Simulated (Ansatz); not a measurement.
# MoGe (model structure, started from the rocksalt type, Fm-3m, No. 225, 2 atoms in the cell)

All values below come from PBE (Ansatz, a program for electronic structure, PAW).

Settings: plane-wave cutoff 500 eV, 12×12×12 k mesh, Fermi–Dirac smearing 0.05 eV, no spin polarisation, scalar-relativistic PAW data made under PBE.

Cell (relaxed at this level):

```cif
data_Ge4Mo4
_chemical_formula_sum 'Ge4 Mo4'
_space_group_name_H-M_alt 'Fm-3m'
_space_group_IT_number 225
_space_group_name_Hall '-F 4 2 3'
_cell_length_a 5.13969
_cell_length_b 5.13969
_cell_length_c 5.13969
_cell_angle_alpha 90.000
_cell_angle_beta 90.000
_cell_angle_gamma 90.000
loop_
_atom_site_label
_atom_site_type_symbol
_atom_site_symmetry_multiplicity
_atom_site_Wyckoff_symbol
_atom_site_fract_x
_atom_site_fract_y
_atom_site_fract_z
_atom_site_occupancy
Ge1 Ge 4 a 0.00000 0.00000 0.00000 1
Mo1 Mo 4 b 0.50000 0.50000 0.50000 1
```
(The calculation used a cell of 2 atoms; values per cell refer to that cell.)

```json
{
  "band_gap": "zero (no gap)"
}
```

Note: the relaxation could raise the start's symmetry but not lower it, so the cell can be a saddle point.

Spin–orbit coupling is not included.

Computed values are for the static lattice.

A model structure was made by putting elements into a prototype or built by hand; it is no filed structure, need not be a known phase, and can be a saddle point held by its symmetry.
